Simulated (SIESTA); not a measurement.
**SIESTA run on MoPO₅ (Fdd2, 28 atoms in the cell): self-consistent single point**

Method: LDA PW92+U, numerical atomic orbitals DZP, PseudoDojo LDA standard norm-conserving potentials (rewritten from UPF to PSML) run with SIESTA.

The input file:

```
# files in the folder: Mo.psml P.psml O.psml (PseudoDojo LDA standard)
SystemName  MoPO5
SystemLabel mopo5

NumberOfAtoms                28
NumberOfSpecies              3
%block ChemicalSpeciesLabel
  1 42 Mo
  2 15 P
  3 8 O
%endblock ChemicalSpeciesLabel
LatticeConstant              1.0 Bohr
%block LatticeVectors
     0.000000000   15.687126787    6.774961064
    11.692935509    0.000000000    6.774961064
    11.692935509   15.687126787    0.000000000
%endblock LatticeVectors
AtomicCoordinatesFormat      Bohr
%block AtomicCoordinatesAndAtomicSpecies
    14.865930489   19.776133255    5.263873749  1
     8.519940529   11.598120318    5.263873749  1
    14.366408284   27.619696648    8.651354281  1
    20.712398243   19.441683712    8.651354281  1
    11.667211051    8.947309634   10.217047783  2
    11.718659967   22.426943939   10.217047783  2
     5.872192213   16.790873027    6.829567251  2
    17.513678806   14.583380546    6.829567251  2
    12.178660050   20.758147392    7.871691761  3
    11.207210968   10.616106182    7.871691761  3
    17.053678723   12.914583998    4.484211229  3
     6.332192296   18.459669575    4.484211229  3
    11.650840941   13.124477755    3.484904472  3
    11.735030077   18.249775818    3.484904472  3
    17.581497832   20.968041148    6.872385004  3
     5.804373187   10.406212425    6.872385004  3
     8.209610021   15.005364256    7.096500716  3
    15.176260997   16.368889317    7.096500716  3
    21.022728752   22.848927650   10.483981249  3
    14.056077776   24.212452710   10.483981249  3
    11.274328418    5.005448415    5.736495032  3
    12.111542600   26.368805158    5.736495032  3
     6.265074846   12.849011808    2.349014500  3
     5.427860663    2.838114978    2.349014500  3
     9.321374329    8.469166010    3.180844220  3
     2.371561180    7.217960777    3.180844220  3
    19.910964444   16.312729403    6.568324752  3
     3.474906575   15.061524170    6.568324752  3
%endblock AtomicCoordinatesAndAtomicSpecies

XC.functional                LDA
XC.authors                   PW92
PAO.BasisSize                DZP
PAO.EnergyShift              0.005 Ry
MeshCutoff                   300 Ry
%block kgrid.MonkhorstPack
    3   0   0  0.0
    0   3   0  0.0
    0   0   3  0.0
%endblock kgrid.MonkhorstPack
OccupationFunction           FD
ElectronicTemperature        0.05 eV
Spin                         polarized
%block DM.InitSpin
  1 +2.00
  2 +2.00
  3 +2.00
  4 +2.00
  5 +0.00
  6 +0.00
  7 +0.00
  8 +0.00
  9 +0.00
  10 +0.00
  11 +0.00
  12 +0.00
  13 +0.00
  14 +0.00
  15 +0.00
  16 +0.00
  17 +0.00
  18 +0.00
  19 +0.00
  20 +0.00
  21 +0.00
  22 +0.00
  23 +0.00
  24 +0.00
  25 +0.00
  26 +0.00
  27 +0.00
  28 +0.00
%endblock DM.InitSpin
DFTU.ProjectorGenerationMethod 2
DFTU.CutoffNorm              0.9
DFTU.FirstIteration          true
%block DFTU.proj
  Mo 1
  n=4 2
  4.38 0.00
  0.00 0.00
%endblock DFTU.proj

MaxSCFIterations             150
SCF.Mixer.Method             Broyden
SCF.Mixer.Weight             0.1
SCF.Mixer.History            6
SCF.DM.Tolerance             1.0E-04
Diag.ParallelOverK           true
WriteForces                  true
Charge.Mulliken              end
```

Output, abridged:

```
reinit: Reading from file input.fdf

reinit: System Name: MoPO5
reinit: System Label: mopo5

NOTE on units for spin output:
{S} is the spin magnetic moment, in units of the Bohr magneton,
assuming a g-factor for the electron spin of exactly 2.
The spin magnetic moment is then numerically equal to the charge inbalance,
in units of electrons, between the spin-up and -down channels.

coor:   Atomic-coordinates input format  =     Cartesian coordinates
coor:                                            (in Bohr units)

siesta: Atomic coordinates (Bohr) and species
siesta:     14.86593  19.77613   5.26387  1        1
siesta:      8.51994  11.59812   5.26387  1        2
siesta:     14.36641  27.61970   8.65135  1        3
siesta:     20.71240  19.44168   8.65135  1        4
siesta:     11.66721   8.94731  10.21705  2        5
siesta:     11.71866  22.42694  10.21705  2        6
   [... 17 lines left out ...]
siesta:      5.42786   2.83811   2.34901  3       24
siesta:      9.32137   8.46917   3.18084  3       25
siesta:      2.37156   7.21796   3.18084  3       26
siesta:     19.91096  16.31273   6.56832  3       27
siesta:      3.47491  15.06152   6.56832  3       28

siesta: System type = bulk

initatomlists: Number of atoms, orbitals, and projectors:     28   388   404

siesta: ******************** Simulation parameters ****************************
redata: Spin configuration                          = collinear
redata: Time-Reversal Symmetry                      = T
redata: Number of Atomic Species                    =        3
redata: Mesh Cutoff                                 =   300.0000 Ry
redata: Net charge of the system                    =     0.0000 |e|
redata: Min. number of SCF Iter                     =        0
redata: Max. number of SCF Iter                     =      150
redata: SCF convergence failure will abort job
redata: SCF mix quantity                            = Hamiltonian
   [... lines left out ...]

superc: Internal auxiliary supercell:     5 x     5 x     5  =     125
superc: Number of atoms, orbitals, and projectors:   3500  48500  50500

                        Single-point calculation

superc: Internal auxiliary supercell:     5 x     5 x     5  =     125
superc: Number of atoms, orbitals, and projectors:   3500  48500  50500

outcell: Unit cell vectors (Ang):
        0.000000    8.301270    3.585155
        6.187635    0.000000    3.585155
        6.187635    8.301270    0.000000

outcell: Cell vector modules (Ang)   :    9.042368    7.151235   10.353642
outcell: Cell angles (23,13,12) (deg):     58.8620     42.6031     78.5349
outcell: Cell volume (Ang**3)        :    368.3046
new_DM -- step:     1
Initializing Density Matrix...

Attempting to read DM from file... Failed...
DM filled with atomic data (user-defined):

InitMesh: MESH = 90 x 90 x 90 = 729000
InitMesh: Mesh cutoff (required, used) =   300.000   324.861 Ry
hubbard_term: recalculating local occupations    1
hubbard_term: maximum change in local occup.    0.718114
hubbard_term: recalculating Hamiltonian

stepf: Fermi-Dirac step function
hubbard_term: recalculating local occupations    1
hubbard_term: maximum change in local occup.    0.307219
hubbard_term: recalculating Hamiltonian
        iscf     Eharris(eV)        E_KS(eV)     FreeEng(eV)     dDmax    Ef(eV) dHmax(eV)
   scf:    1   -17056.868875   -17290.646214   -17290.760163  0.822826 -2.907323 22.091186
     spin moment: {S} , |S| = {        0.0        0.0    4.00000 }     4.00000
   scf:    2   -17366.597059   -17331.185425   -17331.279556  0.045371 -4.014754 16.501671
     spin moment: {S} , |S| = {        0.0        0.0    4.00000 }     4.00000
   scf:    3   -17335.534412   -17369.612999   -17369.669983  0.130067 -6.202649  5.858137
     spin moment: {S} , |S| = {        0.0        0.0    4.00000 }     4.00000
   scf:    4   -17357.997782   -17372.841334   -17372.903305  0.083521 -5.543408  5.978960
     spin moment: {S} , |S| = {        0.0        0.0    4.00000 }     4.00000
   scf:    5   -17379.755748   -17378.006847   -17378.059555  0.023558 -5.975584  1.332720
     spin moment: {S} , |S| = {        0.0        0.0    4.00000 }     4.00000
   scf:    6   -17375.163957   -17376.703412   -17376.760732  0.017007 -5.880188  2.820993
   [... lines left out ...]
hubbard_term: maximum change in local occup.    0.000536
   scf:   37   -17378.849673   -17378.849692   -17378.853485  0.000031 -6.417854  0.001869
     spin moment: {S} , |S| = {        0.0        0.0    4.00000 }     4.00000
hubbard_term: recalculating local occupations   30
hubbard_term: maximum change in local occup.    0.000537
   scf:   38   -17378.849785   -17378.849806   -17378.853620  0.000032 -6.417960  0.001609
     spin moment: {S} , |S| = {        0.0        0.0    4.00000 }     4.00000
hubbard_term: recalculating local occupations   31
hubbard_term: maximum change in local occup.    0.000574
   scf:   39   -17378.849917   -17378.849920   -17378.853739  0.000020 -6.417889  0.001259
     spin moment: {S} , |S| = {        0.0        0.0    4.00000 }     4.00000
hubbard_term: recalculating local occupations   32
hubbard_term: maximum change in local occup.    0.000627
   scf:   40   -17378.850069   -17378.850067   -17378.853885  0.000028 -6.417749  0.000887
     spin moment: {S} , |S| = {        0.0        0.0    4.00000 }     4.00000
SCF Convergence by DM+H criterion
max |DM_out - DM_in|         :     0.0000281858
max |H_out - H_in|      (eV) :     0.0008872597
DFT+U population converged by dTol_pop criteria:
max |pop(DFT+U)_i - pop(DFT+U)_j|:     0.0006272617
SCF cycle converged after 40 iterations

Using DM_out to compute the final energy and forces
hubbard_term: recalculating local occupations   33
hubbard_term: maximum change in local occup.    0.000627
hubbard_term: recalculating Hamiltonian and forces

siesta: E_KS(eV) =           -17378.8487

siesta: E_KS - E_eggbox =    -17378.8487

siesta: Atomic forces (eV/Ang):
     1    0.113941    0.042066    0.076835
     2   -0.113941   -0.042066    0.076835
     3   -0.114453    0.041513    0.079327
   [... 25 lines left out ...]
   Tot   -0.000000   -0.000000   -0.000228
   Max    0.514616
   Res    0.256415    sqrt( Sum f_i^2 / 3N )
   Max    0.514616    constrained

Stress tensor Voigt[x,y,z,yz,xz,xy] (kbar):       75.16       88.52       79.69        0.00        0.00        0.04
(Free)E + p*V (eV/cell)   -17397.5006
Target enthalpy (eV/cell)   -17378.8525

siesta: Program's energy decomposition (eV):
siesta: Ebs     =     -3966.492399
siesta: Eions   =     28153.380193
siesta: Ena     =      5922.219151
siesta: Ekin    =      8739.978099
siesta: Enl     =      -451.294801
siesta: Eso     =         0.000000
siesta: Edftu   =        18.250714
siesta: DEna    =        98.638160
siesta: DUscf   =        18.912855
siesta: DUext   =         0.000000
siesta: Ex      =     -3204.717081
siesta: Ec      =      -367.455593
siesta: Exc     =     -3572.172674
siesta: Eharris =    -17378.850069
siesta: Etot    =    -17378.848689
siesta: FreeEng =    -17378.852507

siesta: Atomic forces (eV/Ang):
siesta:      1    0.113941    0.042066    0.076835
siesta:      2   -0.113941   -0.042066    0.076835
siesta:      3   -0.114453    0.041513    0.079327
siesta:      4    0.114453   -0.041513    0.079327
siesta:      5    0.018210   -0.340516    0.062884
siesta:      6   -0.018210    0.340516    0.062884
   [... 18 lines left out ...]
siesta:     25   -0.138294    0.485366    0.230026
   [... lines left out ...]
siesta: Cell volume =        368.304614 Ang**3
siesta:         -81.12174176        -80.57465743  kBar
   [... lines left out ...]
   5  2.396   0.341   0.171   0.259   0.227   0.250   0.111   0.145   0.127
              0.151   0.158   0.157   0.146   0.152
   6  2.396   0.341   0.171   0.259   0.227   0.250   0.111   0.145   0.127
              0.151   0.158   0.157   0.146   0.152
   7  2.396   0.341   0.171   0.259   0.227   0.250   0.111   0.145   0.127
              0.151   0.158   0.157   0.146   0.152
   8  2.396   0.341   0.171   0.259   0.227   0.250   0.111   0.145   0.127
              0.151   0.158   0.157   0.146   0.152

Species: O
Atom  Qatom  Qorb
               2s      2s      2py     2pz     2px     2py     2pz     2px
               3Pdxy   3Pdyz   3Pdz2   3Pdxz   3Pdx2-y2
   9  3.107   0.791   0.052   0.685   0.517   0.754   0.083   0.176   0.038
              0.001   0.003   0.002   0.002   0.002
  10  3.107   0.791   0.052   0.685   0.517   0.754   0.083   0.176   0.038
   [... 37 lines left out ...]

mulliken: Qtot =       96.000

Mulliken Atomic Populations:
Atom #   charge [q] valence [e]      Sz [e]  Species
     1     1.138762   12.861238    1.096197  Mo
     2     1.138762   12.861238    1.096197  Mo
     3     1.138789   12.861211    1.096196  Mo
     4     1.138789   12.861211    1.096196  Mo
     5     0.199529    4.800471    0.008323  P
     6     0.199529    4.800471    0.008323  P
     7     0.199530    4.800470    0.008323  P
   [... 21 lines left out ...]
 Total    -0.000000                4.000000
```

The run converged in 40 iterations.

The starting cell comes from a database of computed structures (which also holds hypothetical and non-ambient phases and stackings), without a prior relaxation at this level. The magnetic order is the one reached from the typed start; others were not searched systematically. With U or open f shells several self-consistent states can exist. Values carry the incompleteness of an atom-centred basis. With a pressure of about -8 GPa the cell is away from its equilibrium volume at this level.

Cost on one core of a shared machine: roughly 30 min.
